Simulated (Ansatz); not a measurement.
A working Ansatz (an electronic-structure program) input for LaB2Pt2C (I4/mmm, 6 atoms in the cell) (DFT, PBEsol, plane waves, default PAW files made with PBE):

Ansatz 0.2 input:
```yaml
# LaB2Pt2C
crystal:
  lattice:
    - [-1.949400, 1.949400, 5.393900]
    - [1.949400, -1.949400, 5.393900]
    - [1.949400, 1.949400, -5.393900]
  atoms:
    - { symbol: La, position: [0.000000, 0.000000, 0.000000] }
    - { symbol: B, position: [0.362180, 0.362180, 0.000000] }
    - { symbol: B, position: [0.637820, 0.637820, 0.000000] }
    - { symbol: Pt, position: [0.750000, 0.250000, 0.500000] }
    - { symbol: Pt, position: [0.250000, 0.750000, 0.500000] }
    - { symbol: C, position: [0.500000, 0.500000, 0.000000] }
basis:
  ecutwfc: 420.0
kpoints:
  mp_grid:
    grid: [8, 8, 8]
hamiltonian:
  xc: pbesol
  pseudopotentials:
    kind: paw
scf:
  occupations:
    method: cold
    width: 0.272
output:
  forces: true
  eigenvalues: true
  stress: true
```

The run converged in 7 iterations: free energy E − TS (on the zero of these files) -31484.8724 eV; Fermi level (on the code's own zero) 16.39 eV; pressure -6.06 GPa; largest force (vector length) 0.278 eV/Å. Each of these slips is then made, one at a time:

(1)
```diff
+magnetization:
+  spin_orbit: true
```

(2)
```diff
+  max_iter: 40
+  convergence:
+    dr2_threshold: 1.0e-22 eV
```

### Question
Predict the outcome of each change.

### Answer

(1) Spin-orbit coupling without the non-collinear switch. The program stopped before any SCF iteration, with the message: Error: inconsistent input (magnetization.spin_orbit, magnetization.noncollinear): true requires noncollinear: true — spin–orbit coupling acts on 2-spinor wavefunctions; set both flags.

(2) A threshold far tighter than needed, beside a limit on iterations. The run converged in 21 iterations, and against the sound input the free energy is nearly the same (within 1 meV/atom), the pressure stays at -6.06 GPa and the largest force stays at 0.278 eV/Å. It cost iterations: the sound input took 7.

The starting cell comes from a database of computed structures (which also holds hypothetical and non-ambient phases and stackings), without a prior relaxation at this level. Spin polarisation is off. In the base run, with a pressure of about -6 GPa the cell is away from its equilibrium volume at this level. Ansatz's pressure includes its estimate of the finite-basis (Pulay) stress.

Left out of this page: 2 runs of the series outside the window shown, repeating another row's setting, or not comparable; 2 runs of the series stopped by limits of time or memory.
